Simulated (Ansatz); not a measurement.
System: Tl3PSe4 (Pnma, No. 62; cell taken from a computed entry). Method: r²SCAN+SOC (Ansatz, a quantum-chemistry and plane-wave program, plane waves, PAW).

Run with plane-wave cutoff 560 eV, 4×4×4 k mesh, Fermi–Dirac smearing 0.01 eV, PAW data made under PBE.

Cell (relaxed with PBEsol):

Space group Pnma (No. 62); a = 8.995 Å, b = 10.870 Å, c = 9.261 Å, α = β = γ = 90.00°

```csv
atom,site,symmetry,x,y,z
Tl,8d,1,0.0618,0.0482,0.8072
Tl,4c,.m.,0.3908,0.2500,0.1135
P,4c,.m.,0.2194,0.7500,0.0291
Se,8d,1,0.1553,0.0826,0.4666
Se,4c,.m.,0.1921,0.7500,0.2695
Se,4c,.m.,0.0072,0.2500,0.0673
```

Q: Predict the band gap and direct gap at Γ.

A: 
* **band gap**: 1.26 eV (on the SCF k mesh)
* **direct gap at Γ**: 1.43 eV

Measured, for comparison: band gap 1.46 ± 0.1 eV (temperature not stated, the source names no phase, no zero-point or thermal correction, crystals; values from its Ref. 18; as tabulated in Spesyvykh et al. (2024), doi:10.15330/pcss.25.4.795-800).

Note: cell and atoms aren't relaxed at this level (largest force component 0.17 eV/Å, pressure 1.3 GPa); this cell isn't known to be the ambient phase, and symmetry holds it in the calculation.

Static lattice: no zero-point or thermal effects.
